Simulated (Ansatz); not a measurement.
PbS, response to strain

The parent structure is PbS in the rock salt structure (space group Fm-3m, No. 225).

```
CELL_PARAMETERS angstrom
      0.00000     2.98736     2.98736
      2.98736     0.00000     2.98736
      2.98736     2.98736     0.00000
ATOMIC_POSITIONS crystal
  Pb 0.00000 0.00000 0.00000
  S  0.50000 0.50000 0.50000
```

Strains are applied to the cell and any free atomic positions relax.

Computed with r2SCAN, PAW, 500 eV (Ansatz, a program for electronic structure; without spin-orbit coupling).

```csv
isotropic strain (%),pressure (GPa)
-3,6.4
-2.5,?
-2,4.0
-1.5,2.9
-1,1.9
-0.5,0.9
0,0.0
```

Fit P = P₀ − Bδ + Cδ² with δ = (1 + ε)³ − 1 to the rows shown and predict the withheld row.

Least squares on the printed values gives P₀ = 0.0 GPa, B = 57.7 GPa, C = 177 GPa (largest residual 0.0 GPa); this predicts 5.2 GPa, and the run gives 5.2 GPa, in agreement.

Stability against distortions was not tested.
